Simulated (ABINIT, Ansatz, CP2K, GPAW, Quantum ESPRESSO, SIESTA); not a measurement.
Sr2Ir (Fm-3m, 3 atoms in the cell) computed with different codes at matched settings

Self-consistent single point, at a second geometry (lattice scaled by 0.98). First geometry:

```
Sr2Ir
1.0
    0.00000     3.58442     3.58442
    3.58442     0.00000     3.58442
    3.58442     3.58442     0.00000
Sr Ir
2 1
Cartesian
  5.37662   5.37662   5.37662
  1.79221   1.79221   1.79221
  0.00000   0.00000   0.00000
```

Shared settings, as Ansatz (a quantum-chemistry and plane-wave program) writes them: kpoints.mp_grid.grid = 6 6 6; scf.occupations.method = gaussian; scf.occupations.width = 0.136 eV. Potentials and cutoffs stand in the table.

```
code                                                                                                                                 model  ΔF from the first geometry (meV/atom)  pressure (GPa)       cutoff
----------------  ------------------------------------------------------------------------------------------------------------------------  -------------------------------------  --------------  -----------
SIESTA            LDA PW92, numerical atomic orbitals TZP, PseudoDojo LDA standard norm-conserving potentials (rewritten from UPF to PSML)                                   54.5            6.76  grid 400 Ry
Ansatz                                                                                                 LDA (PW92), PAW files made with PBE                                  -14.8            0.00       420 eV
CP2K                                                  LDA (Pade form), GPW, DZVP-MOLOPT-SR-GTH basis, GTH-PADE potentials (GTH_POTENTIALS)                                  -13.7            0.07  grid 500 Ry
Quantum ESPRESSO                                                                       LDA (PZ), GBRV 1.5 ultrasoft (LDA) pseudopotentials                                  -14.5           -0.18        40 Ry
ABINIT                                                     LDA (PW92), norm-conserving pseudopotentials (PseudoDojo nc-sr-04 LDA standard)                                  -15.2           -0.05       925 eV
GPAW                                                                         LDA (Perdew-Wang 92), GPAW PAW datasets LDA (gpaw-data 1.0.1)                                   -9.7            0.45       600 eV
```

On Ansatz's run: spin-orbit coupling is off. Spin polarisation is off.

The spread over the programs that give each value: ΔF from the first geometry within 69.7 meV/atom; pressure within 6.94 GPa.

SIESTA and CP2K use small atom-centred bases, whose incompleteness enters pressures, forces and empty levels differently from a plane-wave cutoff. Ansatz's pressure is given at a fixed set of plane waves, as the other plane-wave codes print theirs. The same LDA comes in different parametrisations, which differ slightly. In the pressure, SIESTA (by 6.79) lies more than 1 GPa from the median of the plane-wave programs.

The starting cell comes from a database of computed structures (which also holds hypothetical and non-ambient phases and stackings), without a prior relaxation at this level. Its lattice was rescaled by a random factor within 2.5 % of one. For this run, on top of that: lattice scaled by 0.98.

Left out of this page: Elk and FLEUR (not drawn, or without a comparable value).

Keys are those of Ansatz 0.2.
